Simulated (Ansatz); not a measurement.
# Mo₂B₂Ge (model structure, started from the Ti2InB2 type, P-6m2, No. 187, 5 atoms in the cell)

Level of theory: r²SCAN (Ansatz, a program for electronic structure, PAW).

Settings: plane-wave cutoff 560 eV, 24×24×8 k mesh (along the axes of the cell as run), Fermi–Dirac smearing 0.05 eV, no spin polarisation, scalar-relativistic PAW data made under PBE.

Cell (relaxed at this level):

Mo$_{2}$B$_{2}$Ge has the hexagonal space group P-6m2 (No. 187), Pearson symbol hP5. Cell: a = b = 3.135 Å, c = 6.747 Å, α = β = 90.00°, γ = 120.00°. Mo on 2h is surrounded by 6 B at 2.337 Å and 3 Ge at 2.621 Å and 1 Mo at 2.957 Å and 6 Mo at 3.135 Å. Ge on 1a is surrounded by 6 Mo at 2.621 Å (trigonal prismatic). B1 on 1b is coordinated by 3 B at 1.810 Å and 6 Mo at 2.337 Å. B2 on 1f sees 3 B at 1.810 Å and 6 Mo at 2.337 Å. (Neighbours: up to the widest gap in distance over summed covalent radii, below 1.35, at either atom; cation-cation and far metal-metal contacts left out.)

For Mo₂B₂Ge (model structure, started from the Ti2InB2 type, P-6m2, No. 187, 5 atoms in the cell), the bulk modulus is 250 GPa.

Note: the run has no spin polarisation, so it can have missed a magnetic state; the bulk modulus is −V dP/dV from two relaxed cells at ±2 % in volume; the relaxation could raise the start's symmetry but not lower it, so the cell can be a saddle point.

Computed values are for the static lattice.

The result took about 16 core-minutes (a rough figure).

A model structure was made by putting elements into a prototype or built by hand; it is no filed structure, need not be a known phase, and can be a saddle point held by its symmetry.
